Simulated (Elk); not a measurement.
A self-consistent single point of ZrS (Fm-3m, 2 atoms in the cell) with Elk.

Method of the run: Elk 10.2.4 with PBEsol+U, all-electron FP-LAPW, Elk's shipped species files, APW+lo basis with extra local orbitals.

```
CELL_PARAMETERS angstrom
      0.00000     2.62351     2.62351
      2.62351     0.00000     2.62351
      2.62351     2.62351     0.00000
ATOMIC_POSITIONS crystal
  Zr 0.00000 0.00000 0.00000
  S  0.50000 0.50000 0.50000
```

Reference input (self-consistent single point, DFT, PBEsol, all-electron FP-LAPW, Elk's shipped species files, APW+lo basis with extra local orbitals): xctype = 22; rgkmax = 7.5; stype = 0; swidth = 0.00999582 Ha; ngridk = 11 11 11; gmaxvr = 14 1/bohr; nxlo = 2; lorbcnd = true; rmtscf = 0.97; lmaxi = 2; maxscl = 100. This run's input differs from it in these lines:

```diff
@@ -33,2 +33,6 @@
 
+dft+u
+  1 1
+  1 2  0.036749  0.000000
+
 avec
```

Output (repeated stretches shortened):

```
│ Self-consistent loop started │
│ Loop number : 1 │
 total energy                :     -4000.18513528
│ Loop number : 2 │
 total energy                :     -3999.87592992
RMS change in Kohn-Sham potential (target) :   0.3101556372     (  0.1000000000E-05)
Absolute change in total energy (target)   :   0.3092053574     (  0.1000000000E-03)
│ Loop number : 3 │
 total energy                :     -3999.90127163
RMS change in Kohn-Sham potential (target) :   0.3097343811     (  0.1000000000E-05)
Absolute change in total energy (target)   :   0.5195963251E-01 (  0.1000000000E-03)
│ Loop number : 4 │
   [... lines left out ...]
Absolute change in total energy (target)   :   0.4302583316E-03 (  0.1000000000E-03)
│ Loop number : 15 │
 total energy                :     -3995.90559277
RMS change in Kohn-Sham potential (target) :   0.2600026671E-05 (  0.1000000000E-05)
Absolute change in total energy (target)   :   0.1270472476E-03 (  0.1000000000E-03)
│ Loop number : 16 │
 total energy                :     -3995.90553501
RMS change in Kohn-Sham potential (target) :   0.6357545324E-06 (  0.1000000000E-05)
Absolute change in total energy (target)   :   0.2599332811E-04 (  0.1000000000E-03)
Convergence targets achieved

│ Loop number : 17 │

Energies :
 Fermi                       :     0.411064398390
 DFT+U                       :     0.242667279298E-02
 total energy                :     -3995.90550774

Density of states at Fermi energy :    41.97668235
 (states/Hartree/unit cell)

Estimated indirect band gap :   0.1030658953E-02
 from k-point     21 to k-point     37
Estimated direct band gap   :   0.2045268406E-01
 at k-point      8

Charges :
 core                        :    38.00000000
 valence                     :    18.00000000
 interstitial                :    3.726942782
 muffin-tins (core leakage)
  species :    1 (Zr)
   atom    1                 :    37.80191127     (  0.5008748385E-05)
  species :    2 (S)
   atom    1                 :    14.47114595     (  0.1108429553E-03)
 total in muffin-tins        :    52.27305722
 total calculated charge     :    55.99995015
 total charge                :    56.00000000
 error                       :   0.4984645438E-04

│ Self-consistent loop stopped │
```

The run converged in 17 iterations. The count includes the last loop, which Elk runs after its targets are met. 

The starting cell comes from a database of computed structures (which also holds hypothetical and non-ambient phases and stackings), without a prior relaxation at this level. Spin polarisation is off. The U value is a test value, and with U on an open shell several self-consistent states can exist. Values depend on the basis (sphere radii, cutoffs, local orbitals), which need not be converged. The log's line on a gap gives a spacing of levels on this mesh, which the program prints for metals too.
